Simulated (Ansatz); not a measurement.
(4,0) carbon nanotube

Computed with PBE (plane waves to 420 eV, PAW; Ansatz, a first-principles code). Mesh 1×1×18. No spin polarisation. One-dimensional cell, images about 11 Å apart. An idealised model, rolled from the flat sheet. Symmetry and one short period hold its shape; lower forms weren't sought. Buckling under compression is shut out by symmetry and the short period.

```
Item                                                                                                                Result
--------------------------------------------------------------------  ----------------------------------------------------
period along the axis (16 atoms)                                                                                   4.216 Å
mean diameter                                                                                                       3.37 Å
energy over the flat sheet                                                                                   +747 meV/atom
PBE gap                                                                                               none (under 0.01 eV)
crossings of the Fermi level between Γ and the zone edge (49 points)  3, each for both spins (ideal conductance 3 × 2e²/h)
work function (PBE)                                                                                                5.70 eV
axial stiffness dF/dε                                                                                               311 nN
```

```yaml
crystal:
  lattice:
    - [14.50000, 0.00000, 0.00000]
    - [0.00000, 14.50000, 0.00000]
    - [0.00000, 0.00000, 4.21571]
  atoms:
    - { symbol: C, position: [0.61631, 0.50000, 0.66457] }
    - { symbol: C, position: [0.58224, 0.58224, 0.83543] }
    - { symbol: C, position: [0.61631, 0.50000, 0.33543] }
    - { symbol: C, position: [0.50000, 0.61631, 0.66457] }
    - { symbol: C, position: [0.41776, 0.58224, 0.83543] }
    - { symbol: C, position: [0.58224, 0.58224, 0.16457] }
    - { symbol: C, position: [0.50000, 0.61631, 0.33543] }
    - { symbol: C, position: [0.38369, 0.50000, 0.66457] }
    - { symbol: C, position: [0.41776, 0.41776, 0.83543] }
    - { symbol: C, position: [0.41776, 0.58224, 0.16457] }
    - { symbol: C, position: [0.38369, 0.50000, 0.33543] }
    - { symbol: C, position: [0.50000, 0.38369, 0.66457] }
    - { symbol: C, position: [0.58224, 0.41776, 0.83543] }
    - { symbol: C, position: [0.41776, 0.41776, 0.16457] }
    - { symbol: C, position: [0.50000, 0.38369, 0.33543] }
    - { symbol: C, position: [0.58224, 0.41776, 0.16457] }
```
